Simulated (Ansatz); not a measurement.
The reference is VBiO₄ (space group I4_1/a, No. 88; a = 5.121 Å, c = 11.623 Å). Axes: x, y, z lie along a, b, c of the conventional cell.

Method: r2SCAN in Ansatz (plane waves to 500 eV, PAW, scalar-relativistic without spin-orbit coupling), earlier PAW set.

Base values:

```
Property                         Result
-----------------------------  --------
Shortest interatomic distance   1.723 Å
Pressure                       0.00 GPa
Band gap                        2.48 eV
```

Modification: the cell is stretched by 3.53 % along x with no lateral relaxation, atoms relaxed at fixed cell.

### Question
How does this affect the shortest interatomic distance, pressure, band gap and energy relative to the base?

### Answer
The shortest interatomic distance drops by 0.031 Å, from 1.723 Å to 1.692 Å; the pressure (mean of the normal stresses, compression positive) goes from zero to -3.24 GPa; the band gap increases by 0.09 eV, from 2.48 eV to 2.57 eV; the energy rises by 7.7 meV/atom.

Spin-orbit coupling, missing from the scalar runs, can matter with Bi. The cells carry an imposed strain or load. No phonon test of stability was made. Starting moments died away, wholly or in part, for the base; another magnetic solution may exist. The final runs are not spin-polarised.

Ansatz is an electronic-structure program.
